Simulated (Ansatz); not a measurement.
**ZnS (model structure, started from the PtS type, P4₂/mmc, No. 131, 4 atoms in the cell)**

Computed with PBEsol in Ansatz (PAW).

Numerical settings: plane-wave cutoff 500 eV, 12×12×6 k mesh (along the axes of the cell as run), Fermi–Dirac smearing 0.05 eV, scalar-relativistic PAW data made under PBE.

Cell (relaxed at this level):

```
ZnS
1.0
    3.54519     0.00000     0.00000
    0.00000     3.54519     0.00000
    0.00000     0.00000     6.45294
Zn S
2 2
Direct
  0.00000   0.50000   0.00000
  0.50000   0.00000   0.50000
  0.00000   0.00000   0.25000
  0.00000   0.00000   0.75000
```

```
Property         Result
--------  -------------
band gap  zero (no gap)
```

Note: the relaxation could raise the start's symmetry but not lower it, so the cell can be a saddle point.

Computed values are for the static lattice.

A model structure was made by putting elements into a prototype or built by hand; it is no filed structure, need not be a known phase, and can be a saddle point held by its symmetry.

Ansatz is a program for electronic structure.
